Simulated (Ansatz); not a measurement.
CdS: response to strain

Consider CdS in the zinc blende structure (space group F-43m, No. 216).

```xyz
2
Lattice="0.0000 2.9124 2.9124 2.9124 0.0000 2.9124 2.9124 2.9124 0.0000" Properties=species:S:1:pos:R:3 pbc="T T T"
S      4.3686     4.3686     4.3686
Cd     0.0000     0.0000     0.0000
```

Cartesian axes are those of the cell as printed.

Strains are applied to the cell and any free atomic positions relax; under biaxial strain the out-of-plane vector relaxes too.

Levels (all Ansatz, a program for electronic structure, PAW, earlier PAW set): PBEsol (420 eV, no spin-orbit coupling); r2SCAN (500 eV, without spin-orbit coupling); HSE06 (420 eV, scalar-relativistic without spin-orbit coupling); PBEsol+SOC (420 eV, spin-orbit coupling included); HSE06+SOC (420 eV, with spin-orbit coupling).

Band gaps by level, all at the geometries relaxed with PBEsol:

```json
[
 {"case": "base", "PBEsol": "1.01 eV", "r2SCAN": "1.60 eV", "HSE06": "2.17 eV", "PBEsol+SOC": "1.00 eV", "HSE06+SOC": "2.15 eV"},
 {"case": "biaxial strain −1.57 %, plane normal [001], relaxed out of plane", "PBEsol": "0.98 eV", "r2SCAN": "1.58 eV", "HSE06": "2.15 eV", "PBEsol+SOC": "0.97 eV", "HSE06+SOC": "2.13 eV"},
 {"case": "biaxial strain −0.91 %, plane normal [001], relaxed out of plane", "PBEsol": "1.00 eV", "r2SCAN": "1.59 eV", "HSE06": "2.16 eV", "PBEsol+SOC": "0.98 eV", "HSE06+SOC": "2.14 eV"},
 {"case": "biaxial strain +3.14 %, plane normal [001], relaxed out of plane", "PBEsol": "0.84 eV", "r2SCAN": "1.43 eV", "HSE06": "1.99 eV", "PBEsol+SOC": "0.84 eV", "HSE06+SOC": "1.99 eV"},
 {"case": "biaxial strain +3.00 %, plane normal [110], relaxed out of plane", "PBEsol": "0.77 eV", "r2SCAN": "1.35 eV", "HSE06": "1.91 eV", "PBEsol+SOC": "0.77 eV", "HSE06+SOC": "1.91 eV"},
 {"case": "isotropic strain −0.73 %", "PBEsol": "1.05 eV", "r2SCAN": "1.65 eV", "HSE06": "2.23 eV", "PBEsol+SOC": "1.04 eV", "HSE06+SOC": "2.20 eV"}
]
```

A biaxial case was relaxed in a doubled cell and then solved in the primitive one. Single points use the geometry relaxed with PBEsol. The spin-orbit shifts are approximate. Whether these cells are dynamically stable was not tested.
